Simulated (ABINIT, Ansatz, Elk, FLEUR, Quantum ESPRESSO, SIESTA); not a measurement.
## Code comparison for FeCl4 (Cmmm, 5 atoms in the cell)

Self-consistent single point, at a second geometry (lattice scaled by 0.98). First geometry:

```
FeCl4
1.0
    3.83695    -4.60143     0.00000
    3.83695     4.60143     0.00000
    0.00000     0.00000     3.49635
Fe Cl
1 4
Direct
  0.50000   0.50000   0.50000
  0.73274   0.26726   0.50000
  0.26726   0.73274   0.50000
  0.28356   0.28356   0.00000
  0.71644   0.71644   0.00000
```
Moments meant for the start (each program seeds them in its own way; μB, in the order of the atoms Fe Cl Cl Cl Cl): 4.0 0.0 0.0 0.0 0.0.

Shared settings, as Ansatz (a quantum-chemistry and plane-wave program) writes them: kpoints.mp_grid.grid = 3 3 5; scf.occupations.method = fermi_dirac; scf.occupations.width = 0.05 eV. Potentials and cutoffs stand in the table.

```json
[
 {"code": "SIESTA", "model": "GGA PBEsol, numerical atomic orbitals DZP, PseudoDojo PBEsol standard norm-conserving potentials (rewritten from UPF to PSML)", "ΔF from the first geometry (meV/atom)": "-34.3", "pressure (GPa)": "-2.22", "largest force (eV/Å)": "0.469", "size of the net moment (μB/atom)": "0.72", "cutoff": "grid 300 Ry"},
 {"code": "Quantum ESPRESSO", "model": "PBEsol, PseudoDojo standard norm-conserving (PBESOL) pseudopotentials", "ΔF from the first geometry (meV/atom)": "-5.8", "pressure (GPa)": "0.87", "largest force (eV/Å)": "0.408", "size of the net moment (μB/atom)": "0.72", "cutoff": "90 Ry"},
 {"code": "Elk", "model": "PBEsol, all-electron FP-LAPW, Elk's shipped species files, default APW+lo basis", "ΔF from the first geometry (meV/atom)": "-1.1", "pressure (GPa)": "–", "largest force (eV/Å)": "–", "size of the net moment (μB/atom)": "0.69", "cutoff": "rgkmax 7"},
 {"code": "FLEUR", "model": "PBEsol, all-electron FLAPW (FLEUR), scalar-relativistic valence", "ΔF from the first geometry (meV/atom)": "-4.8", "pressure (GPa)": "–", "largest force (eV/Å)": "0.427", "size of the net moment (μB/atom)": "0.71", "cutoff": "Kmax 4 1/bohr"},
 {"code": "ABINIT", "model": "PBEsol, norm-conserving pseudopotentials (PseudoDojo nc-sr-04 PBEsol standard)", "ΔF from the first geometry (meV/atom)": "-5.8", "pressure (GPa)": "0.87", "largest force (eV/Å)": "0.408", "size of the net moment (μB/atom)": "0.72", "cutoff": "90 Ry"},
 {"code": "Ansatz", "model": "PBEsol, PAW files made with PBE", "ΔF from the first geometry (meV/atom)": "-6.7", "pressure (GPa)": "0.75", "largest force (eV/Å)": "0.396", "size of the net moment (μB/atom)": "0.71", "cutoff": "default"}
]
```

Size of the force on each atom (eV/Å): Sizes of forces hide their directions.

| code | Fe1 | Cl2 | Cl3 | Cl4 | Cl5 |
|---|---|---|---|---|---|
| SIESTA | 0.000 | 0.469 | 0.469 | 0.080 | 0.080 |
| Quantum ESPRESSO | 0.000 | 0.408 | 0.408 | 0.046 | 0.046 |
| FLEUR | 0.000 | 0.427 | 0.427 | 0.011 | 0.011 |
| ABINIT | 0.000 | 0.408 | 0.408 | 0.046 | 0.046 |
| Ansatz | 0.000 | 0.396 | 0.396 | 0.012 | 0.012 |

A dash marks a value that a program does not give, or that is left out as unsure.

On Ansatz's run: the program's own search went on from the first solution to a lower state.

The spread over the programs that give each value: ΔF from the first geometry within 33.2 meV/atom; pressure within 3.09 GPa; largest force within 0.073 eV/Å; size of the net moment within 0.03 μB/atom.

SIESTA uses small atom-centred bases, whose incompleteness enters pressures, forces and empty levels differently from a plane-wave cutoff. Elk and FLEUR treat all electrons, but the usual bases taken here (sphere radii, linearisation, local orbitals, empty states) were not tested for convergence, so the values are no reference for the others. Ansatz's pressure is given at a fixed set of plane waves, as the other plane-wave codes print theirs. In the pressure, SIESTA (by 3.09) lies more than 1 GPa from the median of the plane-wave programs.

The shared mesh is coarse (it stands for a supercell whose shortest vector is 17 Å), so the values are not converged in it.

The starting cell comes from a database of computed structures (which also holds hypothetical and non-ambient phases and stackings), without a prior relaxation at this level. For this run, on top of that: lattice scaled by 0.98.

Left out of this page: GPAW (failed or unconverged).

Keys are those of Ansatz 0.2.
